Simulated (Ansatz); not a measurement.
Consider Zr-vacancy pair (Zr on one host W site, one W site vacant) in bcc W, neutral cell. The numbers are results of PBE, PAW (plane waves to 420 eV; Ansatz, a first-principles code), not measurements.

Settings: 36 host sites, the relaxed PBE lattice, a 2×2×3 k-point mesh shifted by half a step, smearing 0.10 eV, spin-restricted, no image-charge correction. Energies are static. Spin-orbit coupling is left out. Forms of the defect that were not tried may lie lower.

Barriers: single points on a 3×3×5 k-point mesh shifted by half a step at the bands' geometries.

The step: Zr and the vacancy change places (Zr-vacancy distance between ideal sites 2.76 Å throughout); the atom moves 2.33 Å along (0.42, 0.42, 0.42) of the unit cell; the moving atom starts with neighbours 2 W at 2.77, W at 2.79, 3 W at 2.85, W at 2.97, 3 W at 3.10, 3 W at 3.28 Å and ends with 2 W at 2.77, W at 2.79, 3 W at 2.85, W at 2.97, 3 W at 3.10, 3 W at 3.28 Å.

Predict the migration barrier of this step from PBE, PAW.

0.70 eV, the same both ways. At the saddle the moving atom has neighbours 4 W at 2.75, 2 W at 2.79, W at 3.41, W at 3.42, 2 W at 3.43, 2 W at 3.44 Å. The saddle point's order was not checked, and it lies on a symmetry element of the cell, where a band can be held.
